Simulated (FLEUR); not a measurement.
Band structure of Cd (P6_3/mmc, 2 atoms in the cell).

```
Cd
1.0
    1.50192    -2.60140     0.00000
    1.50192     2.60140     0.00000
    0.00000     0.00000     5.66496
Cd
2
Direct
  0.33333   0.66667   0.25000
  0.66667   0.33333   0.75000
```

Level of theory: PBE, all-electron FLAPW (FLEUR), scalar-relativistic valence.

Settings: Kmax = 3.8 1/bohr; GmaxXC = 15.2 1/bohr; xcFunctional = pbe; jspins = 1; l_soc = F; mode = hist; fermiSmearingEnergy = 0.00367493 Htr; mesh (inpgen div1-3) = 13 13 6; inpgen gamma flag = true; Gmax = 15.2 1/bohr; numbands = 0; maxIterBroyd = 40; imix = Anderson; alpha = 0.05.

The starting cell has typed, rounded lattice constants, without a prior relaxation at this level. Its lattice was rescaled by a random factor within 2.5 % of one. Values depend on the basis (sphere radii, cutoffs, local orbitals), which need not be converged.

Levels in eV from the Fermi level, bands 15 to 22:
| point | 15 | 16 | 17 | 18 | 19 | 20 | 21 | 22 |
|---|---|---|---|---|---|---|---|---|
| Γ | -8.72 | -8.50 | -8.50 | -3.06 | -2.95 | 10.18 | 13.64 | 14.44 |
| M | -8.24 | -8.22 | -2.29 | -1.86 | 1.90 | 2.97 | 3.02 | 5.16 |
| K | -8.62 | -8.62 | -0.02 | -0.02 | 0.40 | 4.26 | 4.70 | 4.70 |
| A | -8.60 | -8.60 | -7.26 | -7.26 | 3.61 | 3.61 | 13.91 | 13.91 |
| L | -8.23 | -8.23 | -1.49 | -1.49 | 0.00 | 0.00 | 7.84 | 7.84 |
| H | -8.52 | -8.52 | 1.02 | 1.02 | 1.41 | 1.41 | 1.81 | 1.81 |
